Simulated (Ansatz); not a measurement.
Take GaSe in the beta-GaS type structure (space group P6_3/mmc, No. 194; a = 3.705 Å, c = 15.508 Å; layered, stacked along the Cartesian z axis) as the base. Axes: x lies along a and z along c of the hexagonal cell.

The values are results of Ansatz (an electronic-structure program), PBEsol-D3(BJ), PAW, cutoff 420 eV, no spin-orbit coupling, earlier PAW set, not measurements.

Now apply this change: the cell is scaled by 0.9829 in all directions, atoms relaxed at fixed cell.

Problem. Predict the stress tensor and what it implies for the stiffness.

Solution. Stress of the strained cell less that of the base (GPa, compression positive):
```
   2.79    0.00    0.00
   0.00    2.79    0.00
   0.00    0.00    1.85
```

Then B = −ΔP/(ΔV/V₀) with ΔV/V₀ = -0.0504 gives secant stiffness values (nonlinear terms included at this strain): B (at held cell shape, above the free-shape value) ≈ 49 GPa.

As a check, the harmonic strain energy −½ V₀ Δσ:ε is 9.1 meV/atom; the computed energy rise is 8.4 meV/atom.

Stability against distortions was not tested.
